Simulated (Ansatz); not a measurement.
## InP under a change: isotropic strain −2.32 %

Base system: InP in the zinc blende structure (space group F-43m, No. 216; a = 5.907 Å).

It is then changed as follows: an isotropic linear strain of −2.32 %; the atoms relax in the strained cell.

Computed with Kohn–Sham DFT with the r2SCAN functional, run in Ansatz (an electronic-structure program) with PAW and 500 eV plane waves, no SOC, earlier PAW set. Settings: 10×10×10 k-points, 0.05 eV Fermi–Dirac smearing.

```tsv
quantity	base	changed	shift
volume per atom	25.77 Å³	24.02 Å³	-1.75 Å³
space group	F-43m (No. 216)	F-43m (No. 216)	–
shortest interatomic distance	255.8 pm	249.9 pm	-5.9 pm
energy relative to the base (free energy F)	0 meV/atom	+29 meV/atom	+29 meV/atom
pressure	0.01 GPa	5.65 GPa	+5.64 GPa
band gap	1.02 eV	1.43 eV	+0.41 eV
gap character	direct at Γ	direct at Γ	–
mean gap deformation potential ΔEg/Δln V	–	-5.8 eV	–
electron mass	0.073 mₑ (at Γ)	0.097 mₑ (at Γ)	–
hole mass (degenerate bands, along [100])	0.073, 0.44, 0.44 mₑ (at Γ)	0.096, 0.40, 0.40 mₑ (at Γ)	–
valley order (the lowest conduction-band minima on the path, energy above the VBM, named in the base's zone)	Γ 1.02 eV; L along ⟨111⟩ 1.79 eV; X along ⟨100⟩ 2.04 eV	Γ 1.43 eV; X along ⟨100⟩ 1.92 eV; L along ⟨111⟩ 1.98 eV	–
```

Final structure:

```
CELL_PARAMETERS angstrom
      0.00000     2.88513     2.88513
      2.88513     0.00000     2.88513
      2.88513     2.88513     0.00000
ATOMIC_POSITIONS crystal
  P  0.75000 0.75000 0.75000
  In 0.00000 0.00000 0.00000
```

Masses are band curvatures over ±0.01 Å⁻¹ around the edge. Whether these cells are dynamically stable was not tested.
